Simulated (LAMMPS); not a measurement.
LAMMPS 22 Jul 2025, classical MD, EAM (Finnis-Sinclair form) (Al_mm.eam.fs): Al, 2048 atoms.

```text
units metal
atom_style atomic
read_data unit.data
replicate 8 8 8
pair_style eam/fs
pair_coeff * * Al_mm.eam.fs Al
velocity all create 1200 4928 dist gaussian loop geom
fix 1 all nve
fix 2 all langevin 600 600 0.08 9876 zero yes
timestep 0.002
thermo 100
run 300
reset_timestep 0
write_restart start.rst
```

```text
read_restart start.rst
pair_style eam/fs
pair_coeff * * Al_mm.eam.fs Al
neighbor 2.0 bin
neigh_modify every 1 delay 0 check yes
fix 1 all nve
timestep 0.002
thermo_style custom step temp pe etotal press
thermo_modify format float %.10g
thermo 100
group probe id 1:48
dump probe probe custom 1000000 forces.txt id fx fy fz
dump_modify probe sort id format float %.8g
run 10000
```

box: 32.4 × 32.4 × 32.4 Å.

start: generated fcc lattice, warmed in an untimed run.

Compared values: energy and forces of the first step, drift over the run.

It runs on a single node (Arm Neoverse V2, 96 cores on 1 socket, no SMT, 1 L3 cache group).

Each time is the median wall time of two to five repeats, run one at a time on the otherwise empty machine; start-up is included. Processes are pinned to neighbouring cores unless said otherwise. The times hold for this build (PyPI wheel: MPICH, OPENMP and OPT packages). Scratch files lie in a memory file system. A preparatory run goes ahead and isn't timed.

Started as
```bash
# ahead of the timed run: OMP_NUM_THREADS=1 mpirun -np 48 lmp -in in.warm -log none -nocite
OMP_NUM_THREADS=1 mpirun -np 32 lmp -in in.lmp -log log.lammps -nocite
```
(32 ranks, skin = 2 Å) it takes 2.1 s and 163 neighbour list builds.

Q: How long does it take after this change: skin = 0.5 Å?

A: About 1.5 s (3 runs within 1 %): 1.4× as fast. List entries an atom go from 76 to 41, Neigh from 0.021 to 0.1 s and Pair from 1.3 to 0.85 s. Neighbour list builds go from 163 to 1373. Change in the result: energy equal as printed, forces on 48 atoms equal as printed, drift of the total energy equal as printed.
